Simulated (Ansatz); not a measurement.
Hypothetical P4/mmm BaTiHO2, response to strain

The parent structure is BaTiHO₂ (space group P4/mmm, No. 123; ferromagnetic; a hypothetical phase, not in the database extracts checked).

```
BaTiHO2
1.0
    4.04650     0.00000     0.00000
    0.00000     4.04650     0.00000
    0.00000     0.00000     3.98574
Ba Ti O H
1 1 2 1
Direct
  0.50000   0.50000   0.50000
  0.00000   0.00000   0.00000
  0.50000   0.00000   0.00000
  0.00000   0.50000   0.00000
  0.00000   0.00000   0.50000
```

Cartesian axes are those of the cell as printed.

Strains are applied to the cell and any free atomic positions relax; under biaxial strain the out-of-plane vector relaxes too; under stress the whole cell relaxes.

Computed with Ansatz (a first-principles code) PBE, no spin-orbit coupling.

Notes on the quantities. energy relative to the base: free energy F.

| case | energy relative to the base | shortest interatomic distance | largest site moment |
|---|---|---|---|
| base | 0 meV/atom | 1.993 Å | 0.49 μB |
| biaxial strain −2.63 %, plane normal [001], relaxed out of plane | +19 meV/atom | 1.970 Å | 0.46 μB |
| uniaxial strain ε_zz = −4.46 % | +15 meV/atom | 1.904 Å | 0.42 μB |
| uniaxial stress, 5 GPa compression along z | ___ | ___ | 0.46 μB |

### Question
Some entries are withheld; estimate them.

### Answer

- uniaxial stress, 5 GPa compression along z, energy relative to the base: +6.0 meV/atom
- uniaxial stress, 5 GPa compression along z, shortest interatomic distance: 1.933 Å

Other magnetic orders, which the real material may have, were not ruled out. Without a gap, meshes like the base's 12×12×12 leave anisotropic stresses uncertain by several tenths of a GPa, and small strain energies with them. Stability under load was not tested beyond the relaxation. No Hubbard U is applied, and correlation can decide whether such a compound is a metal.
